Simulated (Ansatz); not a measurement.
## How the equilibrium volume per atom of CdS (model structure, started from the MnP type, P6₃/mmc, No. 194, 8 atoms in the cell) moves with the method

No measured value is used here.

```json
[
 {"level (code)": "PBE (Ansatz)", "value (Å³/atom)": "21.08"},
 {"level (code)": "PBEsol (Ansatz)", "value (Å³/atom)": "19.99"},
 {"level (code)": "PBE-D3(BJ) (Ansatz)", "value (Å³/atom)": "(withheld)"}
]
```

Question: Fill in the missing entries.

Answer: 
- PBE-D3(BJ) (Ansatz, a program for electronic structure), value (Å³/atom): 20.24

Ansatz's density-functional and Hartree–Fock values are scalar-relativistic unless marked +SOC, with PAW data made under PBE.

A model structure was made by putting elements into a prototype or built by hand; it is no filed structure, need not be a known phase, and can be a saddle point held by its symmetry.
